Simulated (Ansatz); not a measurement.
## Worked example: self-consistent single point of LuTl (P4mm, 2 atoms in the cell) in Ansatz

Computed with LDA (PW92), default PAW files made with PBE (plane waves; Ansatz, a first-principles code).

Input as run:

Ansatz 0.2 input:
```yaml
crystal:
  lattice:
    - [3.576896, 0.000000, 0.000000]
    - [0.000000, 3.576896, 0.000000]
    - [0.000000, 0.000000, 3.921802]
  atoms:
    - { symbol: Lu, position: [0.000000, 0.000000, 0.012749] }
    - { symbol: Tl, position: [0.500000, 0.500000, 0.500000] }
basis:
  ecutwfc: 420.0
kpoints:
  mp_grid: { grid: [9, 9, 9] }
hamiltonian:
  xc: lda
  pseudopotentials: { kind: paw }
scf:
  occupations: { method: fermi_dirac, width: 0.1 }
output:
  forces: true
  eigenvalues: true
  stress: true
```

Output, abridged:

```
WARN ansatz: RAYON_NUM_THREADS=1 ignored (pool sized by the plan → 1); use --threads N
Pseudopotentials: kind: paw
Pseudopotential: Lu, paw, valence charge 25
Pseudopotential: Tl, paw, valence charge 13
Crystal: 2 atoms, lattice volume = 50.176 Å³
Basis set: ecut = 420 eV, 977 PW (Γ)
Bands: 23, of which v1, the nominal top of the filled ones, is band 19 counted from 1 (18 counted from 0)
Symmetry: 8 space group operations
Space group: P4mm (ITA 99), of the structure as read, at distance tolerance 3.7e-5 Å
k-points: 75 of 729 (time reversal used)
PAW frozen core: Lu, regenerated for the run's functional, and the local potential with it
PAW frozen core: Tl, regenerated for the run's functional, and the local potential with it
Initial density: superposition of atomic densities (neutral atoms: chi_scale 0, normalization atom), corrected by the library's trained network
Initial wavefunctions: pseudopotential atomic-orbital guess
Eigensolver: davidson
Functional: x = slater, c = lda
SCF iter   1: F=—  HF=-25640.275996 eV  |F-HF|=—  |Δ(HF+E_count)|=         —  Δρ=4.98e-3  dr2=1.03e-2  ethr=1.77e-3  ⟨swp⟩=5.4  Hψ=8761  notcnv=0
all-band conjugate gradients solve this SCF's bands
preconditioner: auto → Kerker (q_TF=auto, 2.605 Å⁻¹)
SCF iter   2: F=—  HF=-25640.270868 eV  |F-HF|=—  |Δ(HF+E_count)|=   5.13e-3  Δρ=2.83e-3  dr2=3.45e-3  ethr=2.71e-5  ⟨swp⟩=2.4  Hψ=4081  notcnv=0
SCF iter   3: F=—  HF=-25640.270360 eV  |F-HF|=—  |Δ(HF+E_count)|=   5.08e-4  Δρ=1.51e-3  dr2=1.32e-3  ethr=9.07e-6  ⟨swp⟩=2.7  Hψ=3523  notcnv=0
SCF iter   4: F=—  HF=-25640.269943 eV  |F-HF|=—  |Δ(HF+E_count)|=   4.16e-4  Δρ=5.44e-4  dr2=2.26e-4  ethr=3.47e-6  ⟨swp⟩=2.4  Hψ=3083  notcnv=0
SCF iter   5: F=—  HF=-25640.269906 eV  |F-HF|=—  |Δ(HF+E_count)|=   3.71e-5  Δρ=1.07e-4  dr2=6.24e-6  ethr=5.95e-7  ⟨swp⟩=2.1  Hψ=3081  notcnv=0
SCF iter   6: F=—  HF=-25640.269903 eV  |F-HF|=—  |Δ(HF+E_count)|=   3.79e-6  Δρ=2.77e-5  dr2=5.16e-7  ethr=1.64e-8  ⟨swp⟩=2.3  Hψ=3194  notcnv=0
SCF iter   7: F=-25640.269902 eV  HF=-25640.269902 eV  |F-HF|=4.99e-8  |Δ(HF+E_count)|=   1.15e-7  Δρ=1.01e-5  dr2=6.47e-8  ethr=2.63e-10  ⟨swp⟩=9.7  Hψ=12201  notcnv=0
SCF 1 converged in 7 iterations: F = -25640.269902 eV  dr2 = 6.47e-8
SCF converged after 7 iterations
Free energy (F): -25640.269902 eV
Harris-Foulkes:  -25640.269902 eV  (|F-HF|=4.99e-8)
Internal energy: -25640.220596 eV  (E = F + TS)
E sigma→0 (E₀):  -25640.245249 eV
Entropy (-TS):   -0.049307 eV (-24.653 meV/atom)
Fermi energy:    14.220326 eV
--- Per-component energies (eV) ---
  E_band       = 48.423485
  E_kinetic    = 754.437592
  E_local      = -7603.724079  (includes V_loc(G=0)·N_el)
  E_nonlocal   = 908.559787
  E_hartree    = 3161.504101
  E_xc         = -445.322550
  E_vxc        = -401.228495  (∫ρ·V_xc dr)
  E_paw        = -17006.081902  (= ΣΔE_a)
  E_vpaw       = 67.359604  (= ΣTr[D̂ρ^β])
  E_aug_tail   = 0.000062  (compensation charges beyond the density's cutoff)
  E_ewald      = -5411.770682
  E_core_change = 2.177074  (= ΣΔE_core)
  E_smearing   = -0.049307  (= −TS)
  E_closure    = 0.000000  (closes the sum)
  Σ components = -25640.269902   (vs F -25640.269902, Δ=0.00e0)
--- Forces (eV/Å), atoms counted from 1 ---
  atom   1  Lu    -0.00000000     0.00000000    -0.13139426
  atom   2  Tl    -0.00000000     0.00000000     0.13140378
  max |Σ_I F_I| component: 9.52e-6 eV/Å
--- Stress (GPa, compression-positive) ---
       -3.518971       0.000000      -0.000000
        0.000000      -3.518971       0.000000
       -0.000000       0.000000      -3.097868
  P = ⅓ Tr σ = -3.3786 GPa (-33.786 kbar)
  The stress holds the Pulay correction. Without it, at fixed plane waves, as pw.x and ABINIT print it: P = -3.4266 GPa
--- Band table (eV; the first three rows and the last of 75) ---
  k-point 0: bands = ["-42.5191", "-13.1933", "-13.1058", "-13.1058", "2.4453", "2.5284", "2.7810", "2.7810", "2.8380", "4.5897", "8.6609", "8.6613", "8.6691", "8.6691", "8.6794", "8.6794", "8.6826", "14.1258", "14.2405", "16.2332", "17.9739", [...]
  k-point 1: bands = ["-42.5189", "-13.2034", "-13.1053", "-13.1053", "2.4491", "2.5520", "2.7780", "2.7780", "2.8393", "4.7383", "8.6584", "8.6618", "8.6700", "8.6700", "8.6817", "8.6817", "8.6835", "13.4994", "14.2371", "16.1213", "17.0480", [...]
  k-point 2: bands = ["-42.5184", "-13.2289", "-13.1041", "-13.1041", "2.4589", "2.6107", "2.7704", "2.7704", "2.8426", "5.1719", "8.6528", "8.6628", "8.6724", "8.6724", "8.6857", "8.6877", "8.6877", "12.0519", "14.2285", "16.2491", "16.2491", [...]
  k-point 74: bands = ["-42.5058", "-13.2669", "-13.2667", "-13.2297", "2.5582", "2.6071", "2.6145", "2.9951", "3.0758", "8.4854", "8.6638", "8.6643", "8.6736", "8.6878", "8.6888", "8.6950", "9.7068", "11.8058", "11.8189", "12.4507", "17.3435", [...]
```

The run converged in 7 iterations.

The starting cell comes from a database of computed structures (which also holds hypothetical and non-ambient phases and stackings), without a prior relaxation at this level. Its lattice was rescaled by up to half a per cent. One atom was moved a little off its site on purpose. Spin-orbit coupling is off. With a pressure of about -3 GPa the cell is away from its equilibrium volume at this level. Ansatz's pressure includes its estimate of the finite-basis (Pulay) stress.
